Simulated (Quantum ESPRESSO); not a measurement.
**Short convergence ladders for WC (P-6m2, 2 atoms in the cell)**

```yaml
crystal:
  lattice:
    - [1.46227, -2.53274, 0.00000]
    - [1.46227, 2.53274, 0.00000]
    - [0.00000, 0.00000, 2.85420]
  atoms:
    - { symbol: W, position: [0.00000, 0.00000, 0.00000] }
    - { symbol: C, position: [0.33333, 0.66667, 0.50000] }
```

Base method: LDA (PZ), GBRV 1.5 ultrasoft (LDA) pseudopotentials (plane waves; Quantum ESPRESSO 7.5).

Base settings: ecutwfc = 40 Ry; ecutrho = 320 Ry; occupations = smearing; smearing = gaussian; degauss = 0.0073499 Ry; potentials = {W: w_lda_v1.2.uspp.F.UPF, C: c_lda_v1.2.uspp.F.UPF}; K_POINTS = automatic 13 13 12 0 0 0; conv_thr = 1e-09 Ry.

Core times come from one kind of shared machine, to one figure; runs under 30 s give none.

**Zone-centre phonons against the cutoff**

In this ladder: ph.x.tr2_ph = 1e-14; ph.x.fildyn = dyn.G; dynmat.x.fildyn = dyn.G; dynmat.x.asr = crystal. Moved along: ecutrho.

The mesh stays at the base's, so the ladder's end is converged at best in this setting alone.

Frequencies are those of the unrelaxed cell, without the LO-TO term of polar crystals.

Only quantities that move along the ladder and can be compared are tabulated.

```csv
ecutwfc,highest zone-centre frequency (cm⁻¹)
20 Ry,557.3
28 Ry,587.3
40 Ry,588.3
60 Ry,587.2
```

Coarsest ecutwfc that holds the highest zone-centre frequency within 10 cm⁻¹ of the last step, with all finer ones: 28 Ry; the step before is off by 30 cm⁻¹.

**Zone-centre phonons against the mesh**

In this ladder: ph.x.tr2_ph = 1e-14; ph.x.fildyn = dyn.G; dynmat.x.fildyn = dyn.G; dynmat.x.asr = crystal.

Frequencies are those of the unrelaxed cell, without the LO-TO term of polar crystals.

Only quantities that move along the ladder and can be compared are tabulated.

```tsv
K_POINTS	highest zone-centre frequency (cm⁻¹)	core time / last (rough)
automatic 4 4 3 0 0 0	538.0	–
automatic 5 5 5 0 0 0	626.1	0.07
automatic 8 8 7 0 0 0	585.7	0.1
automatic 19 19 17 0 0 0	594.0	1
```

Coarsest K_POINTS that holds the highest zone-centre frequency within 10 cm⁻¹: not settled: the last two steps still differ by 8.4 cm⁻¹, over half the tolerance, so the ladder does not show it.

**Zone-centre phonons against the SCF threshold**

In this ladder: ph.x.tr2_ph = 1e-14; ph.x.fildyn = dyn.G; dynmat.x.fildyn = dyn.G; dynmat.x.asr = crystal.

The mesh stays at the base's, so the ladder's end is converged at best in this setting alone.

Frequencies are those of the unrelaxed cell, without the LO-TO term of polar crystals.

Only quantities that move along the ladder and can be compared are tabulated.

```tsv
conv_thr	highest zone-centre frequency (cm⁻¹)	core time / last (rough)
7.3e-05 Ry	600.0	1
7.3e-07 Ry	588.4	0.8
7.3e-09 Ry	588.3	0.7
7.3e-13 Ry	588.4	1
```

Coarsest conv_thr that holds the highest zone-centre frequency within 10 cm⁻¹ of the last step, with all finer ones: 7.3e-07 Ry; the step before is off by 12 cm⁻¹.

On the base run: the starting cell has typed, rounded lattice constants, without a prior relaxation at this level. Its lattice was rescaled by up to half a per cent. Spin polarisation is off. In the base run, with a pressure of about -19 GPa the cell is away from its equilibrium volume at this level.
